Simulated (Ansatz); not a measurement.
The reference is BiB in the CsCl type structure (space group Pm-3m, No. 221; a = 3.358 Å; a hypothetical phase, not in the database extracts checked).

(Cell as relaxed with PBE.)

Levels (all Ansatz, a quantum-chemistry and plane-wave program, PAW): PBE (420 eV, scalar-relativistic without spin-orbit coupling); PBEsol (420 eV, no spin-orbit coupling).

Each level relaxes its own structure.

```
quantity                  PBE      PBEsol
-------------------  --------  ----------
volume per atom      18.93 Å³  (withheld)
lattice parameter a   3.358 Å  (withheld)
band gap                 zero  (withheld)
```

Task: Given the PBE results, estimate those of PBEsol.

Result: 
- volume per atom, PBEsol: 18.13 Å³
- lattice parameter a, PBEsol: 3.310 Å
- band gap, PBEsol: zero

PBE's volume per atom lies 0.80 Å³ above PBEsol's (4.4 %); PBE's lattice parameter a lies 0.048 Å above PBEsol's (1.4 %); the two agree on the band gap. Neither level is exact; PBEsol is the comparison here, not a measurement.

No phonon test of stability was made. The final runs are not spin-polarised.
